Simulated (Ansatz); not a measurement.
**MoSi2, pressure series**

Take MoSi2 (space group I4/mmm, No. 139; a = 3.1902 Å, c = 7.8206 Å) as the base.

Cell and atoms are relaxed at each pressure.

Computed with PBEsol (Ansatz, a program for electronic structure, PAW, no spin-orbit coupling).

Notes on the quantities. enthalpy: H = E + PV relative to the base's energy.

```
case                  density  shortest interatomic distance       enthalpy
-----------------  ----------  -----------------------------  -------------
base               6.35 g/cm³                        2.579 Å              –
pressure −2 GPa    6.29 g/cm³                        2.585 Å  -0.17 eV/atom
pressure −1 GPa    6.32 g/cm³                        2.582 Å  -0.08 eV/atom
pressure 0.9 GPa   6.37 g/cm³                        2.577 Å  +0.07 eV/atom
pressure 2.1 GPa   6.41 g/cm³                        2.575 Å  +0.17 eV/atom
pressure 4.5 GPa   6.47 g/cm³                        2.569 Å  +0.37 eV/atom
pressure 9 GPa     6.59 g/cm³                        2.559 Å  +0.73 eV/atom
pressure 15 GPa    6.74 g/cm³                        2.548 Å  +1.20 eV/atom
pressure 22.5 GPa  6.91 g/cm³                        2.529 Å  +1.78 eV/atom
pressure 30 GPa    7.07 g/cm³                        2.510 Å  +2.34 eV/atom
```

Load acts through the strain it causes; cell and atoms are relaxed under it. Whether these cells are dynamically stable was not tested. Competing high-pressure phases were not computed. All final runs are without spin polarisation.
